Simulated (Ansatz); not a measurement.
## Bi in the A7 type structure (space group R-3m, No. 166)

Bi is modelled in the trigonal space group R-3m, hexagonal axes (No. 166), Pearson symbol hR2. Cell: a = b = 4.473 Å, c = 11.280 Å, α = β = 90.00°, γ = 120.00°. Bi on 6c sees 3 Bi at 3.063 Å and 3 Bi at 3.337 Å (octahedral). (Neighbours: up to the widest gap in distance over summed covalent radii, below 1.35, at either atom.)
(The calculation used a cell of 2 atoms; values per cell refer to that cell.)

All numbers come from PBEsol-D3(BJ) (Ansatz, an electronic-structure program, PAW, scalar-relativistic without spin-orbit coupling), earlier PAW set. Γ-centred 13×13×13 mesh, Fermi–Dirac width 0.05 eV.

| Item | Value |
|---|---|
| Volume per atom | 32.57 Å³ |
| Density | 10.65 g/cm³ |
| Band gap | zero |
| Total energy | -12244.952 eV/atom (σ→0; compares only within this code and set-up) |

With Bi present, leaving out spin-orbit coupling can change the band edges. No phonon test of stability was made.
